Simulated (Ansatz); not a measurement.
# V: V → Ta

Start from V in the bcc (W type) structure (space group Im-3m, No. 229; a = 2.983 Å).

Modification: full substitution V → Ta; the structure is relaxed again.

The values are results of Ansatz (a first-principles code), r2SCAN, PAW, cutoff 500 eV, no spin-orbit coupling, not measurements. k-mesh 20×20×20 (Γ-centred); smearing 0.05 eV (Fermi–Dirac), for the changed cell.

| quantity | base | changed | shift |
|---|---|---|---|
| volume per atom | 13.27 Å³ | 18.05 Å³ | +4.78 Å³ |
| density | 6.38 g/cm³ | 16.65 g/cm³ | +10.27 g/cm³ |
| lattice parameter a | 2.983 Å | 3.305 Å | +0.322 Å |
| space group | Im-3m (No. 229) | Im-3m (No. 229) | – |
| shortest interatomic distance | 2.583 Å | 2.862 Å | +0.279 Å |
| band gap | zero | zero | – |

Cost of the whole job for the changed cell (relaxation, final SCF and bands): around 60 core-seconds (rough).

Whether these cells are dynamically stable was not tested. Starting moments died away, wholly or in part, for the base; another magnetic solution may exist. The final runs are not spin-polarised.
